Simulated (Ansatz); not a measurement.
Base system: NbAs (space group I4_1md, No. 109; a = 3.474 Å, c = 11.749 Å).

(Cell as relaxed with PBE.)

Levels (all Ansatz, a program for electronic structure, PAW): PBE (420 eV, without spin-orbit coupling); r2SCAN (500 eV, no SOC).

Each level relaxes its own structure.

```csv
base,PBE,r2SCAN
volume per atom,17.72 Å³,17.59 Å³
lattice parameter a,3.474 Å,3.458 Å
band gap,zero,zero
```

Modification: cell and atoms relaxed at a pressure of 1.5 GPa.

```csv
quantity,PBE,r2SCAN
lattice parameter a,3.465 Å,…
band gap,zero,…
c/a ratio,3.377,…
```

### Question
Given the PBE results, estimate those of r2SCAN.

### Answer

- lattice parameter a, r2SCAN: 3.450 Å
- band gap, r2SCAN: zero
- c/a ratio, r2SCAN: 3.397

PBE's lattice parameter a lies 0.015 Å above r2SCAN's (0.4 %); PBE's c/a ratio lies 0.020 below r2SCAN's; the two agree on the band gap. Neither level is exact; r2SCAN is the comparison here, not a measurement.

Load acts through the strain it causes; cell and atoms are relaxed under it. No phonon test of stability was made. All final runs are without spin polarisation. The zero or small gap of NbAs can change with the level of theory.
